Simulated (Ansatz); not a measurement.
Consider TiB₂ (space group P6/mmm, No. 191; a = 3.017 Å, c = 3.185 Å). Axes: x lies along a and z along c of the hexagonal cell.

All numbers come from Ansatz (a first-principles code) PBEsol, no SOC.

Strains are applied to the cell and any free atomic positions relax.

One change was made to it. Results:

The energy goes up by 6.8 meV/atom; the pressure (mean of the normal stresses, compression positive) goes from zero to -5.4 GPa.

Task: Which change produced these results?
A) uniaxial strain ε_xx = −2.50 %
B) uniaxial strain ε_xx = −1.00 %
C) uniaxial strain ε_xx = −1.50 %
D) uniaxial strain ε_xx = +2.00 %
E) uniaxial strain ε_xx = +1.00 %

Result: D, uniaxial strain ε_xx = +2.00 %. For comparison, the energy relative to the base in the other runs: uniaxial strain ε_xx = −2.50 % gives +12 meV/atom; uniaxial strain ε_xx = −1.00 % gives +1.8 meV/atom; uniaxial strain ε_xx = +1.00 % gives +1.7 meV/atom; uniaxial strain ε_xx = −1.50 % gives +4.1 meV/atom.

The mesh was chosen for an insulator and is coarse for the gapless case. Without a gap, meshes like the base's 13×13×10 leave anisotropic stresses uncertain by several tenths of a GPa, and small strain energies with them. Stability against distortions was not tested. All final runs are without spin polarisation.
